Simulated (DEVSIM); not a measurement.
System: Ru/SiO2/n-GaAs capacitor, at 400 K.

| layer (left to right) | material | thickness (nm) | Nd (cm⁻³) |
|---|---|---|---|
| 1 | SiO2 | 1.00 | - |
| 2 | GaAs | 9200 | 4.9e15 |

Metal gate on the left, work function 4.7 eV. Fixed charge at the semiconductor interface -1.3e10 cm⁻² (in units of +e); interface traps 2e12 cm⁻² eV⁻¹, uniform in energy, neutral level at 0.3 of the gap above the valence band.

The device is made up for the run: typed textbook-type constants, with dimensions and the other settings drawn at random. Values at 300 K; Nc and Nv go as T^1.5, mobilities as T to minus their exponent, the gap by Varshni's rule with the affinity fixed.

| parameter | SiO2 | GaAs |
|---|---|---|
| gap (eV) | 9 | 1.424 |
| affinity (eV) | 0.9 | 4.07 |
| permittivity | 3.9 | 12.9 |
| Nc (cm⁻³) | - | 4.7e17 |
| Nv (cm⁻³) | - | 9e18 |
| Varshni α (eV/K) | - | 0.000541 |
| Varshni β (K) | - | 204 |

Model (solved in DEVSIM): 1D Poisson equation in equilibrium, Boltzmann statistics, complete ionisation; no quantum confinement or tunnelling. Metal contacts follow the ideal Schottky-Mott rule: no Fermi-level pinning, no interface dipoles.

Base results: minimum of the low-frequency capacitance (μF/cm²) 0.314; flat-band voltage (V) 0.53; threshold voltage (band bending 2φF) (V) -0.50.

What follows from this one change: fixed charge -1.3e+10 → -5.113e+12 cm^-2?

minimum of the low-frequency capacitance little changed (0.314 μF/cm²); flat-band voltage 0.53 → 0.77 V; threshold voltage (band bending 2φF) -0.50 → -0.26 V.

What follows from this one change: interface trap density 2e+12 → 0 cm^-2 eV^-1?

minimum of the low-frequency capacitance 0.314 → 0.0250 μF/cm²; flat-band voltage 0.53 → 0.46 V; threshold voltage (band bending 2φF) -0.50 → -0.48 V.

What follows from this one change: gate work function 4.7 → 4.55 eV?

minimum of the low-frequency capacitance little changed (0.314 μF/cm²); flat-band voltage 0.53 → 0.38 V; threshold voltage (band bending 2φF) -0.50 → -0.65 V.

What follows from this one change: substrate doping 4.9e+15 → 2.4e+14 cm^-3?

minimum of the low-frequency capacitance 0.314 → 0.299 μF/cm²; flat-band voltage 0.53 → 0.42 V; threshold voltage (band bending 2φF) -0.50 → -0.37 V.
